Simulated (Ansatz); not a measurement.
## MgSe under a change: isotropic strain −2.00 %

Base system: MgSe in the rock salt structure (space group Fm-3m, No. 225; a = 5.472 Å).

Now apply this change: every lattice vector is shortened by 2.00 %, atoms relaxed at fixed cell.

Calculations: Ansatz (a first-principles code) r2SCAN, scalar-relativistic without spin-orbit coupling. Γ-centred 10×10×10 mesh, Fermi–Dirac width 0.05 eV.

```json
[
 {"quantity": "volume per atom", "base": "20.48 Å³", "changed": "19.28 Å³", "shift": "-1.20 Å³"},
 {"quantity": "space group", "base": "Fm-3m (No. 225)", "changed": "Fm-3m (No. 225)", "shift": "–"},
 {"quantity": "shortest interatomic distance", "base": "2.736 Å", "changed": "2.681 Å", "shift": "-0.055 Å"},
 {"quantity": "energy relative to the base (free energy F)", "base": "0 meV/atom", "changed": "+16 meV/atom", "shift": "+16 meV/atom"},
 {"quantity": "pressure", "base": "-0.01 GPa", "changed": "4.53 GPa", "shift": "+4.54 GPa"},
 {"quantity": "band gap", "base": "2.48 eV", "changed": "2.58 eV", "shift": "+0.10 eV"},
 {"quantity": "gap character", "base": "indirect, Γ → X", "changed": "indirect, Γ → X", "shift": "–"},
 {"quantity": "smallest direct gap", "base": "3.44 eV", "changed": "3.89 eV", "shift": "+0.45 eV"},
 {"quantity": "mean gap deformation potential ΔEg/Δln V", "base": "–", "changed": "-1.7 eV", "shift": "–"},
 {"quantity": "width of the top valence band", "base": "2.47 eV", "changed": "2.66 eV", "shift": "+0.19 eV"},
 {"quantity": "electron mass", "base": "0.48 mₑ along k, 0.25 mₑ across (at X)", "changed": "0.49 mₑ along k, 0.25 mₑ across (at X)", "shift": "–"},
 {"quantity": "hole mass (degenerate bands, along [100])", "base": "0.20, 0.79, 0.79 mₑ (at Γ)", "changed": "0.21, 0.74, 0.74 mₑ (at Γ)", "shift": "–"},
 {"quantity": "valley order (the lowest conduction-band minima on the path, energy above the VBM, named in the base's zone)", "base": "X along ⟨100⟩ 2.48 eV; Γ 3.44 eV", "changed": "X along ⟨100⟩ 2.58 eV; Γ 3.89 eV", "shift": "–"}
]
```

Masses are band curvatures over ±0.01 Å⁻¹ around the edge. Along k means along the line from Γ to the band edge. No phonon test of stability was made.
